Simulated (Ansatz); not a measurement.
# InAs (model structure, started from the WC type, P-6m2, No. 187, 2 atoms in the cell): properties by level of theory

```json
[
 {"level (code)": "PBE (Ansatz)", "lattice constant a (Å)": "…", "c axis length (Å)": "3.539", "formation enthalpy (eV/atom)": "0.066"},
 {"level (code)": "PBEsol (Ansatz)", "lattice constant a (Å)": "3.911", "c axis length (Å)": "3.523", "formation enthalpy (eV/atom)": "0.060"},
 {"level (code)": "PBE-D3(BJ) (Ansatz)", "lattice constant a (Å)": "3.917", "c axis length (Å)": "…", "formation enthalpy (eV/atom)": "0.070"},
 {"level (code)": "r²SCAN (Ansatz)", "lattice constant a (Å)": "3.956", "c axis length (Å)": "3.525", "formation enthalpy (eV/atom)": "0.010"}
]
```

Question: Some entries are withheld; supply them.

Answer: 
- PBE (Ansatz, a first-principles code), lattice constant a (Å): 4.020
- PBE-D3(BJ) (Ansatz), c axis length (Å): 3.545

Ansatz's density-functional and Hartree–Fock values are scalar-relativistic unless marked +SOC, with PAW data made under PBE.

A model structure was made by putting elements into a prototype or built by hand; it is no filed structure, need not be a known phase, and can be a saddle point held by its symmetry.
